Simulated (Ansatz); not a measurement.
## A computed series for HgSe: pressure series

Base system: HgSe in the zinc blende structure (space group F-43m, No. 216; a = 6.133 Å).

Cell and atoms are relaxed at each pressure.

Calculations: DFT with PBEsol, PAW potentials and a 420 eV plane-wave cutoff in Ansatz (a program for electronic structure), no SOC.

```json
[
 {"pressure (GPa)": "-2", "volume per atom (Å³/atom)": "30.121"},
 {"pressure (GPa)": "0", "volume per atom (Å³/atom)": "28.833"},
 {"pressure (GPa)": "0.9", "volume per atom (Å³/atom)": "28.365"},
 {"pressure (GPa)": "2.1", "volume per atom (Å³/atom)": "27.786"},
 {"pressure (GPa)": "4.5", "volume per atom (Å³/atom)": "26.816"},
 {"pressure (GPa)": "9", "volume per atom (Å³/atom)": "?"},
 {"pressure (GPa)": "15", "volume per atom (Å³/atom)": "23.999"},
 {"pressure (GPa)": "22.5", "volume per atom (Å³/atom)": "22.695"},
 {"pressure (GPa)": "30", "volume per atom (Å³/atom)": "21.681"}
]
```

Task: Fit the third-order Birch–Murnaghan form P(V) = (3B₀/2)[(V₀/V)^(7/3) − (V₀/V)^(5/3)]·[1 + (3/4)(B₀′ − 4)((V₀/V)^(2/3) − 1)] (squares taken in P) to the rows shown and predict the withheld row.

Result: Least squares on the printed values gives V₀ = 28.840 Å³/atom, B₀ = 51.7 GPa, B₀′ = 4.9; this predicts 25.400 Å³/atom, and the run gives 25.399 Å³/atom, in agreement.

Measured bulk modulus of HgSe: 50 GPa (temperature not stated; as listed in Cormac Toher et al., Physical Review Materials (2017)); the computed value is for a static lattice, so the two differ by thermal effects too.

The mesh was chosen for an insulator and is coarse for the gapless case. Load acts through the strain it causes; cell and atoms are relaxed under it. Whether these cells are dynamically stable was not tested. Tetrahedral semiconductors of this kind turn to denser phases somewhere between about 1 and 50 GPa; those were not computed, so compressed cells here can lie past the real transition. The final runs are not spin-polarised.
